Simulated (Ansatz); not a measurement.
Au under a change: biaxial strain −0.83 %, plane normal [111], relaxed out of plane

The reference is Au in the fcc (Cu type) structure (space group Fm-3m, No. 225; a = 4.0477 Å; relaxed with 0.1 eV smearing). Axes: x, y, z lie along the cube axes.

It is then changed as follows: compressive biaxial strain of 0.83 % in the plane normal to [111], as in epitaxy on a mismatched substrate; the out-of-plane cell vector and the atoms relax.

The values are results of Ansatz (a program for electronic structure) LDA, spin-orbit coupling left out, not measurements. Settings: 28×28×28 k-points, 0.1 eV Fermi–Dirac smearing.

The volume per atom decreases by 0.09 Å³, from 16.58 Å³ to 16.49 Å³ and the space group becomes R-3m (No. 166) (base: Fm-3m (No. 225)). The shortest interatomic distance drops by 0.024 Å (2.862 Å → 2.838 Å) and the energy grows by 1.4 meV/atom. The band gap remains zero and the out-of-plane strain is +1.14 %. The ratio −ε⊥/ε∥ comes out as 1.37 and the mean in-plane stress (compression positive) amounts to +1.7 GPa.

Stability against distortions was not tested.
